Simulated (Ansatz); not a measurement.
The starting structures come from a database of crystals and need not be the phases stable at ambient conditions.

 Where the default PAW files enter, the runs use the earlier of Ansatz's two default sets.

By PBEsol, the system below comes out a metal.

The ballistic (Sharvin) conductance counts the channels at the Fermi level: G/A = (e²/h) × channels of both spins per area.

Input:

```yaml
crystal:
  lattice:
    - [3.94901, 0.00000, 0.00000]
    - [0.00000, 5.48651, 0.00000]
    - [0.00000, 0.00000, 10.49249]
  atoms:
    - { symbol: Ge, position: [0.50000, 0.09213, 0.84435] }
    - { symbol: Ge, position: [0.50000, 0.90787, 0.15565] }
    - { symbol: Ge, position: [0.50000, 0.59213, 0.65565] }
    - { symbol: Ge, position: [0.50000, 0.40787, 0.34435] }
    - { symbol: Ge, position: [0.00000, 0.50000, 0.00000] }
    - { symbol: Ge, position: [0.00000, 0.00000, 0.50000] }
    - { symbol: Rh, position: [0.00000, 0.65999, 0.21457] }
    - { symbol: Rh, position: [0.00000, 0.34001, 0.78543] }
    - { symbol: Rh, position: [0.00000, 0.15999, 0.28543] }
    - { symbol: Rh, position: [0.00000, 0.84001, 0.71457] }
    - { symbol: Rh, position: [0.50000, 0.16451, 0.60831] }
    - { symbol: Rh, position: [0.50000, 0.83549, 0.39169] }
    - { symbol: Rh, position: [0.50000, 0.66451, 0.89169] }
    - { symbol: Rh, position: [0.50000, 0.33549, 0.10831] }
    - { symbol: Rh, position: [0.00000, 0.00000, 0.00000] }
    - { symbol: Rh, position: [0.00000, 0.50000, 0.50000] }
```

Space group of this cell: Pbam. The cell is taken as given; by PBEsol its mean pressure is -3.3 GPa.

The current flows along the normal of the first two printed cell vectors. No spin-orbit coupling; the value is a mean over 0.1 eV about the Fermi level.

### Question
State the ballistic conductance per area according to PBEsol in Ansatz (a quantum-chemistry and plane-wave program).

### Answer
0.29 × 10¹⁵ S/m² for both spins.
